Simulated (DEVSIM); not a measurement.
Device: Schottky contact on p-type Si, at 350 K.

Layer 1 from the left is Si, thickness (μm) 0.480, Na (cm⁻³) 1.1e16, τn (s) 4.3e-5, τp (s) 4.3e-5.

Left contact: Schottky, work function 4.494 eV, emission velocity 9.6e6 cm/s. Right contact: ohmic. Voltage is applied to the left contact. Recombination: SRH at mid-gap, radiative. Gap narrowing is on: ΔEg = 6.92 meV × (l + √(l² + 0.5)), l = ln(N/1.3e17 cm⁻³), shared equally by both band edges. Mobility is constant in doping.

Constants are typed, rounded textbook-type inputs, not results; the design itself was drawn at random and stands for no fabricated device. Values at 300 K; Nc and Nv go as T^1.5, mobilities as T to minus their exponent, the gap by Varshni's rule with the affinity fixed.

Si: gap (eV) 1.124, affinity (eV) 4.05, permittivity 11.7, Nc (cm⁻³) 2.86e19, Nv (cm⁻³) 3.1e19, μn (cm²/Vs) 1417, μp (cm²/Vs) 470, T exponent of μn 2.3, T exponent of μp 2.2, B (cm³/s) 4.7e-15, Varshni α (eV/K) 0.000473, Varshni β (K) 636.

Simulated with DEVSIM: 1D drift-diffusion, Boltzmann statistics, complete ionisation; no tunnelling, impact ionisation, image-force lowering or self-heating. Metal contacts follow the ideal Schottky-Mott rule: no Fermi-level pinning, no interface dipoles.

Dark forward current:

```tsv
|V| (V)	|J| (A/cm²)
0.05	0.03434
0.10	0.2053
0.15	1.048
0.20	5.075
0.25	22.95
0.30	88.75
0.35	259.5
0.40	559.1
0.45	960.9
0.50	1430
0.55	1943
0.60	2485
```

Q: Work out the local ideality factor n = ΔV / (kT/q · ln(J2/J1)) between the rows 0.15 and 0.20 V, 0.55 and 0.60 V.

A: kT/q = 30.16 mV. From 0.15 to 0.20 V: ln(5.075/1.048) = 1.577, n = 1.05, near the 1 of diffusion or emission over a barrier. From 0.55 to 0.60 V: ln(2485/1943) = 0.246, n = 6.74; the layers' resistance at their doping, Σ W/(qμN) = 8.1e-5 Ω cm², would take 44 mV of this step of 50 mV.

Q: Estimate the current at 0.15 V for emission alone, J0 = q v N_band exp(−φB/kT), and read the barrier back from the simulated current.

A: φB = 0.667 eV, N_band = 3.91e19 cm⁻³, J0 = 0.0151 A/cm²; J = J0 (exp(qV/kT) − 1) = 2.16 A/cm². The simulation gives 1.05 A/cm²; the estimate lies 110 % above. Read backwards, the simulated current gives an apparent barrier of 0.689 eV. The estimate leaves out transport through the depletion region and minority injection.
